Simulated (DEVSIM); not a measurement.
System: W/Al2O3/SiO2/n-Si capacitor, at 300 K.

```tsv
layer (left to right)	material	thickness (nm)	Nd (cm⁻³)
1	Al2O3	3.90	-
2	SiO2	1.50	-
3	Si	520	1.2e18
```

Metal gate on the left, work function 4.6 eV. Fixed charge at the semiconductor interface -1.3e11 cm⁻² (in units of +e); no interface traps.

This is a model device: material constants are rounded textbook-type values typed into the input, and sizes, dopings and lifetimes were drawn at random. Values at 300 K; Nc and Nv go as T^1.5, mobilities as T to minus their exponent, the gap by Varshni's rule with the affinity fixed.

| parameter | Al2O3 | SiO2 | Si |
|---|---|---|---|
| gap (eV) | 6.8 | 9 | 1.124 |
| affinity (eV) | 1.35 | 0.9 | 4.05 |
| permittivity | 9 | 3.9 | 11.7 |
| Nc (cm⁻³) | - | - | 2.86e19 |
| Nv (cm⁻³) | - | - | 3.1e19 |
| Varshni α (eV/K) | - | - | 0.000473 |
| Varshni β (K) | - | - | 636 |

Simulated with DEVSIM: 1D Poisson equation in equilibrium, Boltzmann statistics, complete ionisation; no quantum confinement or tunnelling. Metal contacts follow the ideal Schottky-Mott rule: no Fermi-level pinning, no interface dipoles.

The temperature was swept, all else fixed.

| temperature (K) | flat-band voltage (V) | minimum of the low-frequency capacitance (μF/cm²) | threshold voltage (band bending 2φF) (V) |
|---|---|---|---|
| 250 | 0.51 | 0.261 | -1.09 |
| 300 | 0.49 | 0.266 | -1.04 |
| 350 | 0.47 | 0.277 | -0.99 |
| 400 | 0.45 | 0.290 | -0.94 |
| 450 | 0.42 | 0.300 | -0.88 |
| 500 | 0.40 | 0.316 | -0.82 |

From the first row to the last the flat-band voltage goes from 0.51 to 0.40. From the first row to the last the minimum of the low-frequency capacitance goes from 0.261 to 0.316.
